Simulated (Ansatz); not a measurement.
B on the Al site (B_Al) in corundum

The numbers are results of PBE, PAW (plane waves to 420 eV; Ansatz, a first-principles code), not measurements. The supercell holds 120 host sites (2×2×1 repeats of the unit cell), with a 2×2×2 Γ-centred k-point sampling for the final energies. Site at the start: the Al site. Finite-size correction: monopole term and site-potential alignment. Dielectric constants: PBE linear response of the host. Host gap at this level: 5.85 eV. A cell of this size leaves errors of a few tenths of an eV. The semilocal functional narrows the gap, so deep levels can fall outside it. Spin–orbit coupling is left out. Each state is the lowest found from its start.

Formation energies E_f are given with the Fermi level at the valence-band maximum. Chemical conditions: O-rich (Δμ(Al) = -7.45 eV, Δμ(B) = -5.92 eV, bounded by B2O3 (P3_121); only phases computed here count, gases as isolated molecules at 0 K). Reference phases: Al: fcc Al, B: alpha boron.

| charge | moment (μB) | point group | largest move off a lattice site (Å) | image correction with alignment (eV) | E_f, O-rich (eV) |
|---|---|---|---|---|---|
| +1† | 1.0 | – | 0.84 | 0.05 | – |
| 0 | not spin-polarised | C3 | 0.84 | 0.00 | 1.78 |
| −1 | 1.0 | C3 | 1.22 | 0.27 | 7.50 |

† Not settled in this cell, so no level is given: charge +1: a level filled in part.

Point groups are those of the whole cell at tolerances of 0.03 and 0.1 Å ("near" where only the looser one holds); none is given for unsettled states.

Transition levels above the valence-band maximum: ε(0/−1) = 5.72 eV. With a charge missing or unsettled, these needn't be thermodynamic levels.

Flagged in the runs: a host whose relaxation on this sampling wasn't shown to rest, a strain field that reaches the edge of the cell.

All states together cost very roughly 3 core-hours.
